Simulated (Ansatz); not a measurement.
## Amorphous Si26O46

A CHGNet melt-quench gave the starting glass, which DFT then relaxed. O atoms were pushed apart under 1.9 Å during the dynamics, to hinder bonds among them. The hot cell started wider than the set density and was brought back towards it in steps. It is the lowest in DFT energy of 2 quenches. It is a model cell: composition and starting density were chosen by hand, and all elements were melted together. No dispersion term was used.

Methods: PBE, scalar-relativistic without spin-orbit coupling (Ansatz, a program for electronic structure); r2SCAN, scalar-relativistic without spin-orbit coupling (Ansatz); HSE06, scalar-relativistic without spin-orbit coupling (Ansatz). Geometry, pressure, stress and energy are those of the PBE run. Its sampling: a 2×2×2 Γ-centred mesh; Fermi-Dirac width 0.02 eV; no spin polarisation. Other functionals are single points at the zone centre (r2SCAN at 500 eV; exact exchange cut at the cell's faces), free to take moments where seeds were set. The usual formal charges leave 12 electrons over, so the level spacing at the Fermi energy parts defect or band states and needn't be the band gap. At PBE the levels at both edges of the gap are localised (band-tail or defect states), and the nearest spread-out levels lie 4.0 eV apart at the zone centre.

Number of atoms in the cell: 72
Density (volume relaxed, without dispersion): 2.19 g/cm³
Volume per atom: 15.42 Å^3
Pressure on a 2×2×2 Γ-centred mesh: 0.01 GPa
Largest force and stress component on that mesh (the relaxation ran on the zone centre alone): 0.04 eV/Å and 0.1 GPa
Energy relative to alpha cristobalite + silicon (lowest mix at this level among the phases computed, not always the ambient ones): 0.168 eV/atom
Level spacing at the Fermi energy on a 2×2×2 Γ-centred mesh (PBE): 1.03 eV
Level spacing at the Fermi energy at the zone centre (PBE): 1.04 eV
Level spacing at the Fermi energy at the zone centre (r2SCAN): 0.98 eV
Level spacing at the Fermi energy at the zone centre (HSE06): 1.36 eV

Bonds are counted up to Si-Si 2.60 Å, Si-O 1.90 Å, O-O 1.58 Å. Two cations that share two anions don't count as bonded, nor two that share one unless they lie closer than Si-Si 2.38 Å.

Mean coordination of Si by anions: 3.54 (5 with 2, 2 with 3, 19 with 4); 8 close contacts or bonds to cations besides
Mean coordination of O: 2.00 (46 with 2)
Mean Si-O bond: 1.642 Å (spread 0.021 Å, 92 counted)
Mean Si-Si bond: 2.413 Å (spread 0.026 Å, 4 counted)

Its density started from a set value of 2.24 g/cm³. The simulated quench (nominally 88 K/ps over its main leg) is rapid and tends to freeze in more defects than a deposited or slowly cooled glass has. One small periodic cell is one sample of the glass; other quenches scatter about these values. Volume and shape were free in the relaxation.
